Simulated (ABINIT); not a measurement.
Pressure against volume in zinc-blende ZnSe (space group 216) (ABINIT, LDA)

```
CELL_PARAMETERS angstrom
      0.00000     2.72474     2.72474
      2.72474     0.00000     2.72474
      2.72474     2.72474     0.00000
ATOMIC_POSITIONS crystal
  Zn 0.00000 0.00000 0.00000
  Se 0.75000 0.75000 0.75000
```

Computed with LDA (PW92), norm-conserving pseudopotentials (PseudoDojo nc-sr-04 LDA standard) (plane waves; ABINIT). Settings: pseudos = [Zn.upf, Se.upf]; ecut = 1524 eV; occopt = 3; tsmear = 0.01 eV; ngkpt = 10 10 10; nshiftk = 1; shiftk = 0 0 0; potentials = PseudoDojo nc-sr-04 LDA standard; nband = 24; kptopt = 1; nstep = 50; tolvrs = 1e-12. The cell above is the first row's. The rows scale it uniformly. In all rows fractional positions and the k mesh are held.

| V (Å^3/atom) | P (GPa) |
|---|---|
| 20.2290 | ? |
| 20.6688 | 3.33 |
| 21.1085 | 1.59 |
| 21.5483 | 0.03 |
| 21.9880 | -1.35 |
| 22.4278 | -2.59 |
| 22.8675 | -3.70 |
| 23.3073 | -4.69 |
| 23.7471 | -5.57 |

Problem. Fit P against V with a cubic, and predict the withheld value at V = 20.2290.

Solution. With u = V - 22.2, the rows have u = -1.5312, -1.0915, -0.6517, -0.2120, 0.2278, 0.6675, 1.1073, 1.5471. Least squares gives P = -1.969 - 2.8221·u + 0.3680·u² - 0.03177·u³. Residuals (row less fit): 0.001, -0.001, -0.005, 0.004, 0.003, -0.002, -0.004, 0.002; standard error 0.004 (degrees of freedom: 4). The fitted pressure is zero at V0 = 21.56, where dP/dV = -3.333, so B0 = -V0·dP/dV = 71.9 GPa. At the withheld row, u = -1.9710, so P = -1.969 - 2.8221 × (-1.9710) + 0.3680 × (-1.9710)² - 0.03177 × (-1.9710)³ = 5.266 GPa. The calculation gives 5.28 GPa, 0.014 GPa above the prediction (0.1 % of the range of P in the table). The row lies outside the fitted rows, so this is an extrapolation. From the scatter of the fitted rows alone, a prediction at this place has a standard error of 0.012 GPa, so the miss is 1.2 times that.

Carrying the step between the two nearest rows on in a straight line would have given 5.07, off by 0.21; series whose last step already gives the withheld value aren't shown. The scan was laid around a cell of about the measured size, scaled by a guess for this functional. The runs keep the symmetry of the cell, so they don't test it for distortions. Cutoffs and mesh are single choices, not tested for convergence of this quantity. Series with a scatter that would blur these digits, or in which a gap closes, are not shown.
